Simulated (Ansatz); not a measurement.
# WSe2: Se → Br

The reference is WSe2 in the 2H-MoS2 type structure (space group P6_3/mmc, No. 194; a = 3.300 Å, c = 13.147 Å; layered, stacked along the Cartesian z axis).

One thing is altered: full substitution Se → Br, then cell and atoms are relaxed.

Level of theory: Kohn–Sham DFT with the r2SCAN+rVV10 functional, run in Ansatz (a program for electronic structure) with PAW and 500 eV plane waves, without spin-orbit coupling, earlier PAW set. Settings: 17×17×4 k-points, 0.05 eV Fermi–Dirac smearing, for the changed cell.

Volume per atom: 21.25 Å³ (base 20.66 Å³)
Density: 8.95 g/cm³ (base 9.16 g/cm³)
c/a ratio: 4.458 (base 3.985)
Shortest interatomic distance: 2.672 Å (base 2.530 Å)
Band gap: zero (base 1.12 eV)

Cost of the whole job for the changed cell (relaxation, final SCF and bands): very roughly 7 core-minutes.

With W present, leaving out spin-orbit coupling can change the band edges. Stability against distortions was not tested. As relaxed here, WBr2 is a hypothetical phase, not in the database extracts checked. No Hubbard U is applied, and correlation can decide whether such a compound is a metal. All final runs are without spin polarisation. WBr2 has a high density of states at the Fermi level and may be magnetic at this level.
